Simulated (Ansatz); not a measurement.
**Pressure series in NbAgO3**

Take NbAgO3 in the cubic perovskite structure (space group Pm-3m, No. 221; a = 3.950 Å; a cell from a computed database, its experimental status unchecked) as the base.

Cell and atoms are relaxed at each pressure.

Level of theory: DFT with PBEsol, PAW potentials and a 420 eV plane-wave cutoff in Ansatz (a quantum-chemistry and plane-wave program), spin-orbit coupling left out.

```
P (GPa)  V (Å³/atom)
-------  -----------
-2.00         12.446
-1.00         12.384
0.69          12.284
1.50          12.238
3.00          12.154
5.00          12.048
7.50          11.921
10.00         11.801
```

A third-order Birch–Murnaghan fit to these points gives V₀ = 12.32 Å³/atom, B₀ = 209 GPa and B₀′ = 4.5. At pressure 10 GPa the volume is 95.8 % of V₀.

Between the base and pressure 10 GPa the gap moves from 1.40 eV to 1.45 eV, a mean slope of 5.1 meV/GPa.

Load acts through the strain it causes; cell and atoms are relaxed under it. Whether these cells are dynamically stable was not tested. No other phases were tried under pressure. Many cubic perovskites are stable only at high temperature; tilts and polar distortions were not tested.
